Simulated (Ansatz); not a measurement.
Take HfO2 in the fluorite structure (space group Fm-3m, No. 225; a = 5.0438 Å) as the base.

All numbers come from PBEsol (Ansatz, an electronic-structure program), no SOC.

For the base:

The electron mass comes out as 1.1 mₑ along k, 0.70 mₑ across (at X) and the band gap comes out as 3.69 eV.

Now apply this change: an isotropic linear strain of +0.50 %, atoms relaxed at fixed cell.

**Question.** Predict the new electron mass and band gap.

**Answer.** The electron mass goes from 1.1 mₑ along k, 0.70 mₑ across (at X) to 1.1 mₑ along k, 0.71 mₑ across (at X); the band gap shrinks by 0.035 eV to 3.65 eV.

Spin-orbit coupling, missing from the scalar runs, can matter with Hf. Effective masses come from finite differences of ±0.01 Å⁻¹. Along k means along the line from Γ to the band edge. Whether these cells are dynamically stable was not tested. This is not the structure that HfO2 has at room temperature and ambient pressure.
